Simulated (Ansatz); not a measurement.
We look at the energy of the reaction as written. Reaction: 1/2 cell B → cell A. A negative value means that the right-hand side lies lower.

Cell A: a sheet of composition Te, 1 atom, hexagonal cell of 3.15 Å (8.6 Å²), symmetry P6/mmm, 0.0 Å thick under 16 Å of vacuum, in-plane vectors relaxed; planes from bottom to top: Te; a model cell; partly filled levels (a metallic host or states in the gap) with PBE; spin state with PBE: run without spin, k-point mesh 12×12×1.
```
Te
1.0
    3.15312     0.00000     0.00000
   -1.57656     2.73068     0.00000
    0.00000     0.00000    16.00000
Te
1
Cartesian
  0.00000   0.00000   8.00000
```

Cell B: a sheet of composition Te2, 2 atoms, hexagonal cell of 4.97 Å (21.4 Å²), symmetry P-3m1, 0.7 Å thick under 17 Å of vacuum, in-plane vectors relaxed; planes from bottom to top: Te × 2; a model cell; partly filled levels (a metallic host or states in the gap) with PBE; spin state with PBE: run without spin, k-point mesh 12×12×1.
```
CELL_PARAMETERS angstrom
      4.96607     0.00000     0.00000
     -2.48304     4.30075     0.00000
      0.00000     0.00000    17.40000
ATOMIC_POSITIONS crystal
  Te 0.33333 0.66667 0.52141
  Te 0.66667 0.33333 0.47859
```

Plane-wave PAW calculations with Ansatz (an electronic-structure program), its default PAW set, cutoff 420 eV, 500 eV for r2SCAN. The structures are at rest with PBE; other levels are single points on them. Neutral cells; Fermi-Dirac smearing of at most 0.05 eV in the solids, energies taken to zero width. The lattices are those relaxed with PBE, so at other levels the solids can be strained, which adds to the spread. A dispersion term (D3(BJ), or D4 for r2SCAN) was computed beside these levels and is taken off wherever the name lacks it. Nuclei at rest; no vibrational terms. Spin-orbit coupling is left out. The cells' k-point meshes differ in density, so the last digit is unsettled. Cell A has symmetry P6/mmm and got no random move, so less symmetric positions, which may lie lower, weren't tried. Cell B has symmetry P-3m1 and got no random move, so less symmetric positions, which may lie lower, weren't tried.

**Question.** What value does PBE give?

**Answer.** 0.18 eV, for 1/2 cell B → cell A.

**Question.** How does the value move with the functional?

**Answer.** 
```
Functional  value (eV)  less PBE
----------  ----------  --------
r2SCAN            0.20      0.02
```

The levels span only 0.02 eV, too little to tell them apart.
